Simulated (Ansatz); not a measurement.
Start from BP in the zinc blende structure (space group F-43m, No. 216; a = 4.536 Å). Axes: x, y, z lie along the cube axes.

Method: r2SCAN, PAW, 500 eV (Ansatz, a first-principles code; no spin-orbit coupling), earlier PAW set.

For the base:

The pressure is 0.00 GPa. The shortest interatomic distance is 1.964 Å and the band gap comes out as 1.41 eV. The valence-band top at Γ is 0.00, 0.00, 0.00 eV.

Now apply this change: a pure shear with ε_xy = ε_yx = -0.0108, atoms relaxed at fixed cell.

### Question
Predict the new pressure, shortest interatomic distance, band gap and valence-band top at Γ.

### Answer
The pressure (mean of the normal stresses, compression positive) goes from zero to 0.06 GPa; the shortest interatomic distance shrinks by 0.0097 Å to 1.955 Å; the band gap decreases by 0.14 eV (1.41 eV → 1.27 eV); the valence-band top at Γ (three highest levels, from the VBM) goes from 0.00, 0.00, 0.00 eV to 0.00, -0.10, -0.18 eV.

The cells carry an imposed strain or load. No phonon test of stability was made.
